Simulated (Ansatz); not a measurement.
The reference is CaHfSe3 in the cubic perovskite structure (space group Pm-3m, No. 221; a = 5.1232 Å; a hypothetical phase, not in the database extracts checked).

Now apply this change: a negative pressure, −2 GPa.

Levels (all Ansatz, an electronic-structure program, PAW): PBEsol (420 eV, no spin-orbit coupling); PBEsol+SOC (420 eV, noncollinear with spin-orbit coupling).

The geometry is relaxed with PBEsol.

| Quantity | Value |
|---|---|
| PBEsol band gap | 0.15 eV |
| PBEsol pressure | -2.0 GPa |

### Question
What does PBEsol+SOC give at this geometry for the band gap and pressure?

### Answer
The band gap goes from 0.15 eV to zero; the pressure stays essentially unchanged (-2.0 GPa against -2.1 GPa).

Single points use the geometry relaxed with PBEsol. Differences between runs with and without spin-orbit coupling are approximate. Spin-orbit coupling, missing from the scalar runs, can matter with Hf. Load acts through the strain it causes; cell and atoms are relaxed under it. Stability against distortions was not tested. Many cubic perovskites are stable only at high temperature; tilts and polar distortions were not tested. A zero or small gap of CaHfSe3 can be the functional's error rather than a property of the material.
